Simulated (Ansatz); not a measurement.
Structure of amorphous In$_{24}$O$_{37}$Zn (periodic cell):

```xyz
62
Lattice="9.9416 -0.2069 -0.1325 -0.2069 9.2037 -0.0705 -0.1325 -0.0705 9.5786" Properties=species:S:1:pos:R:3 pbc="T T T"
In     8.2416     1.8914     6.3745
In     2.8707     7.3416     3.7737
In     6.1807     6.1960     5.2923
In     9.1555     8.1301     4.8221
In     7.9269     4.1967     3.3423
In     7.8062     7.5688     1.5529
In     1.7589     8.0619     7.2174
In     2.4098     5.4917    -0.0047
In     9.7551     1.5853     2.6381
In     1.7977     4.3362     2.9124
In     1.5758     1.5971     5.5199
In     9.3829     5.1499     6.5177
In     4.4400     8.2569    -0.0943
In     0.6551     2.4573     8.8534
In     2.7798     4.5475     6.4715
In     5.3147     4.6967     1.6109
In     6.0552     5.0648     8.2320
In     3.8655     1.8153     8.0274
In     5.3712     3.0792     5.1741
In     5.4395     0.0398     5.7697
In     7.9468     8.2256     7.9684
In     3.7060     1.5616     2.4231
In     1.0862     8.3475     1.2244
In     6.9351     1.7124     0.2553
O      4.8937     7.5846     4.4501
O      2.7733     3.6134     8.4804
O      7.5574    -0.1971     5.9765
O      6.6198     8.6606     0.2406
O      2.5653     5.4083     4.5740
O      2.2403     7.6104     9.2401
O      9.2773     8.4359     2.6941
O      1.8308     6.3305     2.0386
O      0.2063     3.2870     6.8218
O      9.5423     1.0591     4.7900
O      9.5549     7.4630     6.8028
O      1.9175     2.1129     3.4692
O      7.8171     2.2774     2.0657
O      4.6809     1.1619     0.3975
O      3.3600     2.5959     5.9447
O      0.8604     1.2116     0.9835
O      6.4014     6.9219     7.3359
O      9.2601     7.2682     0.0457
O      1.4904     5.8743     7.3803
O      5.9549     3.5500    -0.0345
O      8.1227     4.6443     8.0951
O      3.5359     3.6628     1.8878
O      8.2958     6.0844     4.7398
O      3.9042     8.7806     7.3654
O      7.4755     3.4989     5.3431
O      1.5980     8.5128     5.0902
O      3.0493     8.7258     2.1626
O      4.9465     4.8150     6.4247
O      7.5063     5.5123     1.5850
O      1.7283     1.0086     7.6420
O      4.6514     6.1069     0.1393
O      5.1344     1.3637     4.0096
O     -0.0807     3.8567     3.5520
O      5.8146     4.6913     3.6475
O      8.4498     1.2099     8.4278
O      0.6864     4.2744     0.5563
O      5.8195     1.8203     6.9817
Zn     9.0681     5.1905     0.2095
```

All values below come from PBE, scalar-relativistic without spin-orbit coupling (plane waves to 420 eV, PAW; Ansatz, a quantum-chemistry and plane-wave program).

A CHGNet melt-quench gave the starting glass, which DFT then relaxed. O atoms were pushed apart under 1.9 Å during the dynamics, to hinder bonds among them. The hot cell started wider than the set density and was brought back towards it in steps. It is the lowest in DFT energy of 2 quenches. It is a model cell: composition and starting density were chosen by hand, and all elements were melted together. No dispersion term was used. Its density started from a set value of 6.47 and ended at 6.47 g/cm³. Cooling (nominally 330 K/ps over its main leg) ran many orders faster than in experiment, which tends to leave more defects and strain. A cell of this size samples the disorder only roughly. The volume was held where the preparation left it and the shape relaxed, at a PBE pressure of 1.0 GPa. Stress components on the final sampling reach 1.1 GPa.

Neighbours within In-In 3.12 Å, In-O 2.64 Å, In-Zn 2.90 Å, O-O 1.58 Å, O-Zn 2.26 Å, Zn-Zn 2.68 Å count as bonded. Two cations that share two anions don't count as bonded, nor two that share one unless they lie closer than In-In 3.04 Å, In-Zn 2.82 Å, Zn-Zn 2.61 Å.

Q: Give the coordination numbers, mean bond lengths and angles.

A: 
- Mean coordination of In by anions: 5.50 (1 with 4, 10 with 5, 13 with 6)
- Mean coordination of O: 3.68 (12 with 3, 25 with 4)
- Mean coordination of Zn by anions: 4.00 (1 with 4)
- Mean In-O bond: 2.204 Å (spread 0.103 Å, 132 counted)
- Mean O-Zn bond: 2.018 Å (spread 0.082 Å, 4 counted)
- Bond angle at In: mean 104.8°, spread 28.4°
- Bond angle at O: mean 110.0°, spread 15.9°
- Bond angle at Zn: mean 108.9°, spread 12.8°

Q: List the pairs of like atoms that count as bonded by the rules above.

A: There are none by these rules.
